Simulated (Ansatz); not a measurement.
Si (diamond structure), Σ9 (114) [1-10] symmetric tilt. One As atom replaces one Si atom in a bicrystal of 63 atoms (one solute to 63 Å² of one boundary, a high coverage); atoms relaxed, cell held. Energies count from the site farthest from both boundaries, which lies only 5.2 Å away; negative means that the solute is drawn to the site. The cell is neutral, and spin is allowed where the electrons are odd. k-points: Γ-centred 2×6×1 mesh; occupations: Fermi-Dirac, 0.050 eV; spin-polarised, moments started parallel. No spin-orbit coupling.

Sites tried, by distance from the nearest boundary plane (Å): 0.01, 0.26, 0.98, 1.94.

Q: Does As segregate by PBE run with Ansatz (a program for electronic structure), and with what energy at each site?

A: 0.01 Å: -0.74 eV; 0.26 Å: -0.59 eV; 0.98 Å: 0.09 eV; 1.94 Å: 0.09 eV. The most favoured site tried binds it by 0.74 eV.
